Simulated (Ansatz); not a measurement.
We consider Hf₂N₂O (P2₁/m, No. 11, 10 atoms in the cell; start mp-776205), described by r²SCAN+rVV10 (PAW; Ansatz, a program for electronic structure).

Run with plane-wave cutoff 560 eV, 8×10×4 k mesh (along the axes of the cell as run), Fermi–Dirac smearing 0.01 eV, scalar-relativistic PAW data made under PBE.

Cell (relaxed at this level):

```
Hf2N2O
1.0
    4.25281     0.00000    -0.00553
    0.00000     3.41310     0.00000
   -1.53269     0.00000     8.47888
Hf N O
4 4 2
Direct
  0.21082   0.75000   0.89346
  0.78918   0.25000   0.10654
  0.37639   0.75000   0.32935
  0.62361   0.25000   0.67065
  0.16864   0.25000   0.75043
  0.83136   0.75000   0.24957
  0.28451   0.25000   0.09707
  0.71549   0.75000   0.90293
  0.68865   0.75000   0.56093
  0.31135   0.25000   0.43907
```

Q: Predict the band gap and direct gap at Γ.

A: 
band gap: 1.54 eV (on the SCF k mesh)
direct gap at Γ: 2.61 eV

Note: the relaxation could not lower the start's symmetry, so the cell can be a saddle point above a distorted one.

Spin–orbit coupling is not included.

Static lattice: no zero-point or thermal effects.

Computing time: around 10 core-minutes (rough).

A start named mp-… is a Materials Project structure, which need not be a measured phase.
